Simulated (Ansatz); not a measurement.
Structures of equal composition on the (111) surface of fcc Cu: a layer of Ge in place of the second plane; a layer of Ge in place of the third plane. The slabs share one bottom face, and each structure is named by its start. These are constructed structures in small cells; real faces may alloy, dewet or reconstruct in larger ones, and not all known structures of the face are among them. Slabs of about 10 Å, Fermi-Dirac smearing of 0.1 eV. Bottom of the slabs: a bare face, its two planes held. Relaxed from the named starts with such symmetry as they have, on meshes of like density; energies extrapolated to zero smearing; spin only where a row says so; no spin-orbit coupling, no U. Brackets mark spin-polarised runs, whose order is one that fits the cell.

Level of theory: PBE (plane waves to 420 eV, PAW; Ansatz, a program for electronic structure).

### Question
Rank these by energy per 1x1 cell (lowest first), as PBE gives it.

### Answer
a layer of Ge in place of the second plane (0.000 eV), a layer of Ge in place of the third plane (0.065 eV)
